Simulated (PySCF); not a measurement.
PySCF 2.14.0, WB97X/def2-svp, df: Mg(H)(iPr) (C[CH](C)[MgH]), 12 atoms. The geometry is a generated start, not checked to be a minimum at this level.

- task = energy and gradient
- method = wb97x
- basis = def2-svp
- two-electron scheme = density fitting
- mol.max_memory = 7000 MB
- mf.init_guess = minao (default)
- mf.DIIS = CDIIS (default)
- mf.diis_space = 8 (default)
- mf.conv_tol = 1e-09 (default)
- basis functions (reference run) = 100
- grid points (reference run) = 933040

```xyz
12

Mg    -0.2751     0.7703     1.9305
H      0.8257     0.1022     3.0273
C     -0.5402     0.4163    -0.1227
C     -0.7185    -1.0960    -0.1760
C      0.8120     0.7821    -0.7249
H     -1.3211     0.8715    -0.7396
H     -0.6305    -1.4770    -1.1998
H      0.0537    -1.5934     0.4277
H     -1.6980    -1.3929     0.2104
H      0.9548     1.8655    -0.7507
H      0.9113     0.4077    -1.7481
H      1.6259     0.3439    -0.1340
```

The reference run has mf.grids.level = 8; it is not itself proven converged. Single runs; times are not shown.

Measured:

```csv
setting,grid points,energy against the reference,difference in forces (largest component)
the reference,933040,—,—
mf.grids.level = 6,528768,−0.0018 meV/atom,1.6 meV/Å
mf.grids.level = 5,358904,under 0.001 meV/atom,1.3 meV/Å
mf.grids.level = 4,239448,+0.0032 meV/atom,1.6 meV/Å
mf.grids.level = 2,88136,+0.048 meV/atom,8.0 meV/Å
mf.grids.level = 1,41552,−0.32 meV/atom,12 meV/Å
mf.grids.level = 0,9848,+86 meV/atom,64 meV/Å
```

Q: Estimate the difference from the reference for mf.grids.level = 3 (default).

A: grid points: 139400; energy against the reference: +0.036 meV/atom; difference in forces (largest component): 4.6 meV/Å. Total energies are compared; such shifts often cancel in part in energy differences. The gradients leave out the derivatives of the grid weights.
